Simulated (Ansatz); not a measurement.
Structures of equal composition on the (111) surface of fcc Al: a pseudomorphic layer of Ag in the host's stacking; a pseudomorphic layer of Ag in the other hollow. The slabs share one bottom face, and each structure is named by its start. These are constructed structures in small cells; real faces may alloy, dewet or reconstruct in larger ones, and not all known structures of the face are among them. Slabs of about 12 Å, Fermi-Dirac smearing of 0.1 eV. Bottom of the slabs: a bare face, its two planes held. Relaxed from the named starts with such symmetry as they have, on meshes of like density; energies extrapolated to zero smearing; spin only where a row says so; no spin-orbit coupling, no U. Brackets mark spin-polarised runs, whose order is one that fits the cell.

Level of theory: PBE (plane waves to 420 eV, PAW; Ansatz, an electronic-structure program).

Order them by energy per 1x1 cell (lowest first) at the level PBE.

a pseudomorphic layer of Ag in the host's stacking (0.000 eV), a pseudomorphic layer of Ag in the other hollow (0.021 eV)
